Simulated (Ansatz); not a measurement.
Evanescent states of GaN (P6_3mc, wurtzite, 4 atoms a cell, 11.4 Å³ an atom) along the normal of (001)

These are r2SCAN (plane waves, PAW; Ansatz, a first-principles code) values and carry that method's errors.

The gap is the functional's own, uncorrected, and κ follows it; spin-orbit coupling is left out. Mid-gap means the computed energy nearest the middle.

Energies count from the valence-band top; κ is the least over a 12×12 mesh across the current.

| E (eV) | κ (1/Å) | where |
|---|---|---|
| 0.06 | 0.059 | Γ |
| 0.18 | 0.087 | Γ |
| 0.30 | 0.106 | Γ |
| 0.42 | 0.120 | Γ |
| 0.54 | 0.131 | Γ |
| 0.66 | 0.140 | Γ |
| 0.78 | 0.146 | Γ |
| 0.90 | 0.151 | Γ |
| 1.02 | 0.154 | Γ |
| 1.14 | 0.155 | Γ |
| 1.26 | 0.155 | Γ |
| 1.38 | 0.153 | Γ |
| 1.50 | 0.149 | Γ |
| 1.62 | 0.143 | Γ |
| 1.74 | 0.135 | Γ |
| 1.86 | 0.125 | Γ |
| 1.98 | 0.111 | Γ |
| 2.10 | 0.092 | Γ |
| 2.22 | 0.063 | Γ |

### Question
How thick must the barrier be to attenuate the transmission by 10^6 when the electrodes' Fermi level lies at 0.78 eV, and what attenuation does that film give at 1.14 eV?

### Answer
d = 6 ln 10 / (2 × 0.146) = 47.3 Å. At 1.14 eV it gives 6 × 0.155/0.146 = 6.4 decades.
